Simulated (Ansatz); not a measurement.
Charge-transition levels above the valence-band maximum in wurtzite AlN (eV), each at one geometry relaxed with PBE and evaluated in Ansatz (a program for electronic structure) with PBE, r2SCAN. Host gaps: PBE 4.03 eV, r2SCAN 4.67 eV. Set-up: 96-site cell; 2×2×2 shifted k-points; charged states image-corrected; no Hubbard U; corrections pass 1 eV, so highly charged states may be off by several tenths; flagged in the runs: for some of the defects a host whose relaxation on this sampling wasn't shown to rest, a strain field that reaches the edge of the cell.

```csv
defect,PBE,r2SCAN
"N vacancy (broken-bond start) [the N site; a neighbour pushed 0.95 Å away from the vacancy, along c] (+1/0)",3.29,3.60
Nb on the Al site (+1/0),2.81,2.99
Co on the Al site (0/−1),1.72,1.84
Co on the Al site (+1/0),0.63,0.31
"C on the Al site (broken-bond start) [the Al site; started 0.95 Å off site, one bond broken] (0/−1)",3.10,3.45
Fe on the Al site (+1/0),0.48,0.30
Mg on the Al site + N vacancy [the Al site; N 1.90 Å away] (+1/0),0.69,1.05
N interstitial (+1/0),1.52,1.85
Ge on the Al site + N vacancy [the Al site; N 1.90 Å away] (+2/+1),2.03,2.32
```

PBE less r2SCAN: over the 9 rows with both numbers (drawn at random from the settled rows of this host; unsettled states are left out), mean -0.16 eV, median -0.28 eV, mean size 0.27 eV, from -0.36 to 0.31 eV.
